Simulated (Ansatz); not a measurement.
Start from BaFeO3 in the cubic perovskite structure (space group Pm-3m, No. 221; a = 3.885 Å; ferromagnetic).

Computed with PBEsol (Ansatz, an electronic-structure program, PAW, scalar-relativistic without spin-orbit coupling).

For the base:

```
Item                   Value
-------------------  -------
Lattice parameter a  3.885 Å
```

One thing is altered: every Ba is replaced by Mg, then cell and atoms are relaxed.

Tabulated Pauling electronegativity and covalent radius: Ba 0.89, 2.15 Å; Mg 1.31, 1.41 Å.

**Question.** What does the calculation give for the lattice parameter a after the change?

**Answer.** The lattice parameter a drops by 0.226 Å, from 3.885 Å to 3.659 Å.

No phonon test of stability was made. As relaxed here, MgFeO3 is a hypothetical phase, not in the database extracts checked. No Hubbard U is applied and the magnetic state is the run's own (MgFeO3 ferromagnetic; BaFeO3 ferromagnetic); small cells can't hold the antiferromagnetic order that many such compounds have, so gaps and moments can be off. Many cubic perovskites are stable only at high temperature; tilts and polar distortions were not tested.
